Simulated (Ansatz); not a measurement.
The reference is MgSnO3 in the cubic perovskite structure (space group Pm-3m, No. 221; a = 3.987 Å; a hypothetical phase, not in the database extracts checked).

One thing is altered: cell and atoms relaxed at a pressure of 1.5 GPa.

Levels (all Ansatz, a quantum-chemistry and plane-wave program, PAW): PBEsol (420 eV, no spin-orbit coupling); HSE06 (420 eV, no SOC).

The geometry is relaxed with PBEsol.

- PBEsol lowest conduction level above the VBM at special points = Γ 1.01 eV; R 2.66 eV; X 4.39 eV

### Question
What does HSE06 give at this geometry for the lowest conduction level above the VBM at special points?

### Answer
The lowest conduction level above the VBM at special points goes from Γ 1.01 eV; R 2.66 eV; X 4.39 eV to Γ 2.47 eV; R 4.17 eV; X 5.95 eV.

Single points use the geometry relaxed with PBEsol. HSE06 was sampled on its mesh, a few special points and the semilocal edge points, so its gap is an upper bound. The levels and masses belong to the bands next to the band gap. Load acts through the strain it causes; cell and atoms are relaxed under it. Whether these cells are dynamically stable was not tested. Many cubic perovskites are stable only at high temperature; tilts and polar distortions were not tested.
